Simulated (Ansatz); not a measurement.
The starting structures come from a database of crystals and need not be the phases stable at ambient conditions.

Inside the gap of an insulator the Bloch states are evanescent, with a wavenumber k + iκ along the transport direction.

```
MgSe
1.0
    3.86607     0.00000     0.00000
   -1.93304     3.34812     0.00000
    1.93304     1.11604     3.25133
Mg Se
1 1
Cartesian
  0.00000   0.00000   0.00000
  3.86607   2.23208   1.62567
```

The cell is strained (lengths along the current scaled by 1.03, ions clamped); by r2SCAN it stands under a pressure of -1.7 GPa.

Transport runs along the normal of the first two printed cell vectors, the (111) (indices of the unstrained crystal) plane of the conventional cell.

No gap correction and no spin-orbit coupling; mid-gap is the computed energy nearest the middle.

**Question.** Compute, with r2SCAN in Ansatz (a quantum-chemistry and plane-wave program), the band gap and the smallest decay constant κ at mid-gap.

**Answer.** Gap 2.32 eV on a 12×12×12 mesh; κ = 0.179 1/Å, at the zone centre.
